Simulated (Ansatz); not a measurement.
Consider BP in the zinc blende structure (space group F-43m, No. 216; a = 4.548 Å).

Level of theory: PBE (Ansatz, an electronic-structure program; PAW; 420 eV plane waves; no spin-orbit coupling).

Strains are applied to the cell and any free atomic positions relax.

One change was made to it. Results:

The smallest direct gap goes up by 0.05 eV to 3.44 eV; the energy goes up by 5.5 meV/atom; the band gap decreases by 0.04 eV, from 1.25 eV to 1.21 eV.

Task: Which change produced these results?
(A) isotropic strain +1.50 %
(B) isotropic strain +2.50 %
(C) isotropic strain −1.00 %
(D) isotropic strain −2.00 %
(E) isotropic strain +3.00 %

Result: C, isotropic strain −1.00 %. For comparison, the band gap in the other runs: isotropic strain +3.00 % gives 1.37 eV; isotropic strain −2.00 % gives 1.16 eV; isotropic strain +1.50 % gives 1.31 eV; isotropic strain +2.50 % gives 1.35 eV.

No phonon test of stability was made.
